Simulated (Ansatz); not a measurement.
Base system: CdCu2GeSe4 (space group I-42m, No. 121; a = 5.7302 Å, c = 11.0241 Å). Axes: x, y, z lie along a, b, c of the conventional cell.

Calculations: PBEsol (Ansatz, an electronic-structure program), no SOC.

Strains are applied to the cell and any free atomic positions relax.

One change was made to it. Results:

| quantity | base | after |
|---|---|---|
| energy relative to the base (free energy F) | 0 meV/atom | +1.4 meV/atom |
| shortest interatomic distance | 2.382 Å | 2.395 Å |
| pressure (mean of the normal stresses, compression positive) | 0.0 GPa | -1.0 GPa |

Question: Name the change that was made.
(A) uniaxial strain ε_xx = +2.25 %
(B) uniaxial strain ε_xx = +1.50 %
(C) uniaxial strain ε_xx = +3.00 %

Answer: B, uniaxial strain ε_xx = +1.50 %. For comparison, the energy relative to the base in the other runs: uniaxial strain ε_xx = +3.00 % gives +5.4 meV/atom; uniaxial strain ε_xx = +2.25 % gives +3.1 meV/atom.

Whether these cells are dynamically stable was not tested. All final runs are without spin polarisation.
